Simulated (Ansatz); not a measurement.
**A constructed model of the (100) surface of rock-salt TiN (in the relaxation 1 O–Ti bonds broke), top plane replaced by WO (bottom of the slab: a bare face, its two planes held)**

The numbers are results of PBE (plane waves to 420 eV, PAW; Ansatz, a first-principles code), not measurements.

Model: 12-atom slab, 10.6 Å thick at the start with caps and adatoms (thin: gaps and levels are the slab's own), 12x12x1 mesh, Fermi-Dirac 0.1 eV, dipole correction, 4 atoms held, the rest relaxed; start symmetry kept, larger cells not searched; no spin, no spin-orbit, no U. It is one candidate, not shown to be the stable structure of the face.

```
Item                                                          Result
-----------------------------  -------------------------------------
work function of the top face                                4.42 eV
energy released by relaxation                                1.22 eV
cost                           about 4 core-minutes (a rough figure)
```
